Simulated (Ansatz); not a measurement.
Levels about the gap of amorphous Si$_{20}$P$_{2}$O$_{45}$ (67 atoms in a cell of 1037 Å³, 2.15 g/cm³; zone centre alone, so wide bands show as single levels with stretches between that a denser mesh fills), at the geometry that PBE relaxed, where it gives 2.0 GPa on a denser mesh. The participation number counts the atoms over which a state spreads; weights are charges in smoothed Voronoi cells. The levels come from a single point, so bond lengths are those of that geometry. Method of the levels: PBE, scalar-relativistic without spin-orbit coupling (Ansatz, a first-principles code). Sampling: the zone centre alone; Fermi-Dirac width 0.02 eV; no spin polarisation. At PBE the levels at the filled edge of the gap are localised (band-tail or defect states), and the nearest spread-out levels lie 5.5 eV apart at the zone centre.

It comes from a melt-quench run on a machine-learned potential (CHGNet), relaxed afterwards by DFT. O atoms were pushed apart under 1.9 Å during the dynamics, to hinder bonds among them. The hot cell started wider than the set density and was brought back towards it in steps. It is the lowest in DFT energy of 2 quenches. It is a model cell: composition and starting density were chosen by hand, and all elements were melted together. No dispersion term was used. Its density started from a set value of 2.15 and ended at 2.15 g/cm³. The simulated quench (nominally 140 K/ps over its main leg) is rapid and tends to freeze in more defects than a deposited or slowly cooled glass has. A cell of this size samples the disorder only roughly. The volume was held where the preparation left it, at a PBE pressure of 2.0 GPa. Stress components on the final sampling reach 4.0 GPa.

```tsv
E - E(highest filled), eV	filling	participation number	largest on	weight O	weight Si	weight P
-0.96	filled	25.1	O, 2 neighbours	0.96	0.04	0.00
-0.92	filled	14.2	O, 2 neighbours	0.96	0.04	0.00
-0.62	filled	2.3	O, 1 neighbours	0.92	0.02	0.06
-0.55	filled	6.3	O, 2 neighbours	0.94	0.05	0.01
-0.47	filled	2.4	O, 1 neighbours	0.94	0.01	0.05
-0.19	filled	2.5	O, 2 neighbours	0.95	0.05	0.00
0.00	filled	2.8	O, 2 neighbours	0.96	0.04	0.00
4.63	empty	58.6	O, 2 neighbours	0.73	0.23	0.03
6.08	empty	29.3	P, 4 neighbours	0.63	0.26	0.11
6.32	empty	41.1	O, 2 neighbours	0.68	0.29	0.03
6.48	empty	29.6	Si, 4 neighbours	0.66	0.31	0.03
6.61	empty	39.7	P, 4 neighbours	0.66	0.26	0.08
6.74	empty	45.7	P, 4 neighbours	0.70	0.23	0.07
```

Most localised among these is the filled level at -0.62 eV, on a O atom, which has 1 neighbours (P 1.46 Å).
